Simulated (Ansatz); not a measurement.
Consider NbN in the rock salt structure (space group Fm-3m, No. 225; a = 4.380 Å).

The values are results of PBEsol (Ansatz, a program for electronic structure; PAW; 420 eV plane waves; no spin-orbit coupling), not measurements.

Modification: Y takes the place of Nb on all its sites; the structure is relaxed again.

Measured lattice parameter a: NbN 4.391 Å (temperature not stated; as listed in John G. Wright, Huili Grace Xing, Debdeep Jena, Physical Review Materials (2023)); YN 4.877 Å (temperature not stated; as listed in G. Soto, M.G. Moreno-Armenta, A. Reyes-Serrato, Computational Materials Science (2007)).

Problem. How well does PBEsol reproduce the measured shift?

Solution. With PBEsol the lattice parameter a moves by +0.476 Å (4.380 → 4.856) against +0.486 Å measured.

Whether these cells are dynamically stable was not tested. The final runs are not spin-polarised.
